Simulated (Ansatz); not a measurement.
The starting structures come from a database of crystals and need not be the phases stable at ambient conditions.

Tunnelling through a barrier is set by its complex band structure: the current falls as exp(−2κd) with the smallest κ.

Input:

```
WN2
1.0
    6.07032     0.00000     0.00000
    0.00000     6.07082     0.00000
    0.00000     0.00000     8.58454
W N
4 8
Cartesian
  6.05709   2.27656   7.51147
  0.01323   5.31197   1.07307
  3.04839   5.31197   3.21920
  3.02193   2.27656   5.36534
  0.00073   0.75466   8.57862
  6.06959   3.79007   0.00592
  3.03443   3.79007   4.28635
  3.03589   0.75466   4.29819
  4.57830   5.31616   2.16305
  1.49202   2.28075   6.42149
  4.52718   2.28075   6.45532
  1.54314   5.31616   2.12922
```

Space group of this cell: Pna2_1. The cell is taken as given; by PBEsol its mean pressure is -3.2 GPa.

Transport runs along the normal of the first two printed cell vectors.

The gap is the functional's own. No spin-orbit coupling. Mid-gap values are interpolated on the energy grid.

Problem. State the band gap and the smallest decay constant κ at mid-gap according to PBEsol (Ansatz, a first-principles code).

Solution. Gap 0.65 eV on a 6×6×4 mesh; κ = 0.061 1/Å, at the zone centre.
